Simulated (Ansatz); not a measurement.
The reference is Cu3N (space group Pm-3m, No. 221).

```
Cu3N
1.0
    3.76491     0.00000     0.00000
    0.00000     3.76491     0.00000
    0.00000     0.00000     3.76491
Cu N
3 1
Cartesian
  1.88246   0.00000   0.00000
  0.00000   1.88246   0.00000
  0.00000   0.00000   1.88246
  0.00000   0.00000   0.00000
```

The values are results of PBEsol (Ansatz, an electronic-structure program, PAW, spin-orbit coupling left out), not measurements.

Before the change:

| Quantity | Value |
|---|---|
| Gap character | absent |
| Band gap | zero |

Modification: every lattice vector is stretched by 2.40 %; the atoms relax in the strained cell.

### Question
Estimate the effect on the gap character and band gap.

### Answer
The gap character goes from absent to indirect, R → M; the band gap becomes 0.25 eV (base: zero).

No phonon test of stability was made. All final runs are without spin polarisation. Gaps under 0.05 eV, about the width of the smearing, are given as zero. A zero or small gap of Cu3N can be the functional's error rather than a property of the material.
